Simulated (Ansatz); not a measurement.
A periodic model of amorphous Li30P10O40:

```xyz
80
Lattice="9.6245 0.0000 0.0000 0.0000 9.6245 0.0000 0.0000 0.0000 9.6245" Properties=species:S:1:pos:R:3 pbc="T T T"
Li     6.5182     6.2423     5.8349
Li     4.4141     3.1329     9.1603
Li     1.7705     4.7120     9.5801
Li     8.8895     8.4125     9.1640
Li     9.1552     4.2403     7.7484
Li     2.7197     4.4785     2.7806
Li     1.5731     4.0687     5.2228
Li     2.6591     1.0866     0.0902
Li     7.8176     0.6632     1.5333
Li     4.9056     1.7108     6.2510
Li     6.8144     7.9561     3.6926
Li     8.8274     6.8262     6.6606
Li     0.0469     1.9590     6.3096
Li     4.6034     6.4286     3.1064
Li     7.1685     3.3226     9.0604
Li     4.5143     5.9965     9.5790
Li     6.0776     4.7358     1.4420
Li     7.1443     5.6171     8.5470
Li     8.9766     8.9412     4.7904
Li     7.4075     3.6133     6.0238
Li     5.0638     4.5060     7.2774
Li     1.3502     9.4893     7.2786
Li     6.5974     1.6881     3.7252
Li     9.3634     7.3114     2.1683
Li     8.7044     5.9208     4.5125
Li     4.8536     9.3276     8.2143
Li     1.7461     9.2248     2.2954
Li     3.0426     1.4783     3.8512
Li     1.8641     6.1229     6.9918
Li     6.8424     8.6426     6.3421
P      4.8818     0.6264     1.2367
P      9.5039     2.0327     3.4844
P      6.5468     7.7233     0.9052
P      4.7604     3.9796     4.4467
P      1.8299     7.0096     4.2991
P      7.8948     0.9809     7.7446
P      1.7664     7.7207     9.1334
P      4.2442     8.4882     5.3375
P      2.3698     2.9428     7.6734
P      9.2596     4.3856     1.6730
O      8.8205     2.8970     2.2578
O      8.1503     2.5152     7.5026
O      0.7333     7.4833     7.9545
O      3.5625     0.4041     1.9794
O      1.5343     4.2099     7.2373
O      5.6479     4.5132     9.1359
O      4.9717     7.9924     4.0895
O      8.6185     5.4502     2.5793
O      2.5894     8.9822     8.7634
O      8.1598     0.6310     9.2253
O      5.7916     2.8735     4.9062
O      2.7163     6.3431     3.2674
O      0.9118     8.0973     3.7066
O      3.9116     0.3569     5.2734
O      3.8552     3.0443     7.2456
O      5.4175     8.8375     0.5613
O      8.4118     0.9579     3.6973
O      0.0046     2.9788     4.6951
O      0.9161     8.0249     0.7823
O      4.9606     8.0773     6.6324
O      6.4464     0.6594     7.2871
O      4.6285     1.3668     9.5498
O      7.5607     8.3040     1.9090
O      8.8970     0.1972     6.8201
O      6.0231     1.1825     2.0687
O      4.9187     5.1497     5.4501
O      1.1559     4.4472     1.6975
O      1.2013     1.4288     3.0294
O      3.2936     3.4117     4.3821
O      7.8287     5.2337     6.8301
O      2.3665     2.9369     9.2308
O      2.7674     7.7180     5.4448
O      5.0428     4.4630     2.9962
O      1.7007     1.6960     7.0835
O      5.6958     6.5912     1.4800
O      7.2108     7.3898     9.1945
O      7.8022     7.5354     5.1548
O      1.0128     6.0116     5.1556
O      8.6623     4.3824     0.2475
O      2.6516     6.4380     9.2184
```

Calculation: PBE, scalar-relativistic without spin-orbit coupling (plane waves to 420 eV, PAW; Ansatz, an electronic-structure program).

The cell was made by melting and quenching with the CHGNet potential and then relaxed with DFT. O atoms were pushed apart under 1.9 Å during the dynamics, to hinder bonds among them. The hot cell started wider than the set density and was brought back towards it in steps. It is the lowest in DFT energy of 2 quenches. It is a model cell: composition and starting density were chosen by hand, and all elements were melted together. No dispersion term was used. Its density started from a set value of 2.30 and ended at 2.16 g/cm³. The quench (nominally 120 K/ps over its main leg) was far faster than any real one, so the model tends to hold more defects than a real film. Values belong to this one cell and scatter from quench to quench. The volume was free in the relaxation, at fixed shape. Stress components on the final sampling reach 1.4 GPa.

Cut-offs for bonds: Li-Li 2.86 Å, Li-P 2.61 Å, Li-O 2.56 Å, P-P 2.50 Å, P-O 1.86 Å, O-O 1.58 Å. Two cations that share two anions don't count as bonded, nor two that share one unless they lie closer than Li-Li 2.78 Å, Li-P 2.54 Å, P-P 2.29 Å.

**Question.** Give the coordination numbers, mean bond lengths and angles.

**Answer.** 
| Item | Result |
|---|---|
| Mean coordination of Li by anions | 3.83 (8 with 3, 19 with 4, 3 with 5); 28 close contacts or bonds to cations besides |
| Mean coordination of P by anions | 4.00 (10 with 4) |
| Mean coordination of O | 3.88 (15 with 3, 17 with 4, 6 with 5, 2 with 6) |
| Mean Li-O bond | 2.027 Å (spread 0.153 Å, 115 counted) |
| Mean P-O bond | 1.562 Å (spread 0.041 Å, 40 counted) |
| Mean Li-Li close contact | 2.716 Å (spread 0.061 Å, 14 counted) |
| Bond angle at Li | mean 102.4°, spread 30.1° |
| Bond angle at P | mean 109.4°, spread 4.0° |
| Bond angle at O | mean 108.3°, spread 24.1° |

**Question.** What Bader charges do the atoms carry, from a run on the zone centre alone?

**Answer.** Means (range): Li +0.89 e (+0.87 to +0.91), P +3.72 e (+3.70 to +3.73), O -1.60 e (-1.70 to -1.56).
```tsv
atom	charge (e)
Li1	+0.88
Li2	+0.88
Li3	+0.89
Li4	+0.89
Li5	+0.89
Li6	+0.90
Li7	+0.90
Li8	+0.90
Li9	+0.90
Li10	+0.90
Li11	+0.88
Li12	+0.88
Li13	+0.88
Li14	+0.89
Li15	+0.89
Li16	+0.89
Li17	+0.89
Li18	+0.87
Li19	+0.89
Li20	+0.89
Li21	+0.88
Li22	+0.90
Li23	+0.90
Li24	+0.90
Li25	+0.89
Li26	+0.91
Li27	+0.90
Li28	+0.91
Li29	+0.90
Li30	+0.88
P31	+3.73
P32	+3.70
P33	+3.73
P34	+3.71
P35	+3.72
P36	+3.71
P37	+3.70
P38	+3.71
P39	+3.73
P40	+3.71
O41	-1.57
O42	-1.62
O43	-1.62
O44	-1.57
O45	-1.62
O46	-1.70
O47	-1.58
O48	-1.58
O49	-1.59
O50	-1.58
O51	-1.61
O52	-1.57
O53	-1.59
O54	-1.57
O55	-1.60
O56	-1.58
O57	-1.59
O58	-1.59
O59	-1.60
O60	-1.58
O61	-1.59
O62	-1.59
O63	-1.59
O64	-1.61
O65	-1.58
O66	-1.59
O67	-1.57
O68	-1.56
O69	-1.60
O70	-1.69
O71	-1.60
O72	-1.57
O73	-1.60
O74	-1.59
O75	-1.59
O76	-1.58
O77	-1.69
O78	-1.60
O79	-1.59
O80	-1.60
```
